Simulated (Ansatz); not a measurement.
Start from Zr in the hcp (Mg type) structure (space group P6_3/mmc, No. 194; a = 3.2443 Å, c = 5.1580 Å; relaxed with 0.1 eV smearing).

The values are results of r2SCAN, PAW, 500 eV (Ansatz, an electronic-structure program; scalar-relativistic without spin-orbit coupling), not measurements.

For the base:

```
Quantity   Result
--------  -------
Pressure  0.0 GPa
Band gap     zero
```

Modification: every lattice vector is shortened by 0.77 %; the atoms relax in the strained cell.

### Question
Predict the new pressure and band gap.

### Answer
The pressure (mean of the normal stresses, compression positive) goes from zero to 2.3 GPa; the band gap remains zero.

Stability against distortions was not tested. The final runs are not spin-polarised.
